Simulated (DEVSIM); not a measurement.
System: Cr/Si3N4/p-Si capacitor, at 400 K.

Layer 1 from the left is Si3N4, thickness (nm) 15.0. Layer 2 from the left is Si, thickness (nm) 590, Na (cm⁻³) 9.6e17.

Metal gate on the left, work function 4.5 eV. Fixed charge at the semiconductor interface 1.6e10 cm⁻² (in units of +e); interface traps 1.8e10 cm⁻² eV⁻¹, uniform in energy, neutral level at 0.7 of the gap above the valence band.

Constants are typed, rounded textbook-type inputs, not results; the design itself was drawn at random and stands for no fabricated device. Values at 300 K; Nc and Nv go as T^1.5, mobilities as T to minus their exponent, the gap by Varshni's rule with the affinity fixed.

Si3N4: gap (eV) 5.1, affinity (eV) 2.1, permittivity 7.5. Si: gap (eV) 1.124, affinity (eV) 4.05, permittivity 11.7, Nc (cm⁻³) 2.86e19, Nv (cm⁻³) 3.1e19, Varshni α (eV/K) 0.000473, Varshni β (K) 636.

Model (solved in DEVSIM): 1D Poisson equation in equilibrium, Boltzmann statistics, complete ionisation; no quantum confinement or tunnelling. Metal contacts follow the ideal Schottky-Mott rule: no Fermi-level pinning, no interface dipoles.

Problem. What does the simulation give for the flat-band voltage, the minimum of the low-frequency capacitance?

Solution. flat-band voltage -0.52 V; minimum of the low-frequency capacitance 0.198 μF/cm².
